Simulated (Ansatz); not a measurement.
Start from a 15-atom supercell of CsSnI3 in the cubic perovskite structure (space group Pm-3m, No. 221; a = 6.271 Å) at its relaxed geometry.

Level of theory: PBE (Ansatz, a quantum-chemistry and plane-wave program, PAW, spin-orbit coupling left out), earlier PAW set.

Before the change:

The pressure comes out as 0.1 GPa.

Perturbation: one Sn atom is replaced by I, atoms relaxed at fixed cell, starting from a slightly rattled geometry.

Task: Predict the new largest displacement of a host atom from its site in the perfect cell and pressure.

Result: The largest displacement of a host atom from its site in the perfect cell is 0.27 Å; the pressure goes up by 0.3 GPa, from 0.1 GPa to 0.4 GPa.

Other magnetic orders, which the real material may have, were not ruled out. In so small a cell the defect repeats every few ångströms: this is an ordered compound, not a dilute defect. The mesh was chosen for an insulator and is coarse for the gapless case. Seeded moments were not kept for I on a Sn site (antisite). Many cubic perovskites are stable only at high temperature; tilts and polar distortions were not tested. The defect cell is spin-polarised and ends with 0.0 μB.
